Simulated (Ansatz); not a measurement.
LiF (P6₃mc, No. 186, 4 atoms in the cell; start mp-1185301; a measured phase of this formula has another space group), treated with LDA (Ansatz, a program for electronic structure, plane waves, PAW).

Settings: plane-wave cutoff 520 eV, 12×12×8 k mesh (along the axes of the cell as run), Fermi–Dirac smearing 0.01 eV, scalar-relativistic PAW data made under PBE.

Cell (relaxed with PBEsol):

Space group P6₃mc (No. 186); a = b = 3.0962 Å, c = 4.8121 Å, α = β = 90.00°, γ = 120.00°

| atom | site | symmetry | x | y | z |
|---|---|---|---|---|---|
| Li | 2b | 3m. | 0.3333 | 0.6667 | 0.3823 |
| F | 2b | 3m. | 0.6667 | 0.3333 | 0.4927 |

### Question
Predict the band gap.

### Answer

band gap: 7.45 eV (direct)

Note: cell and atoms aren't relaxed at this level (pressure -4.2 GPa).

Static lattice: no zero-point or thermal effects.

A start named mp-… is a Materials Project structure, which need not be a measured phase.
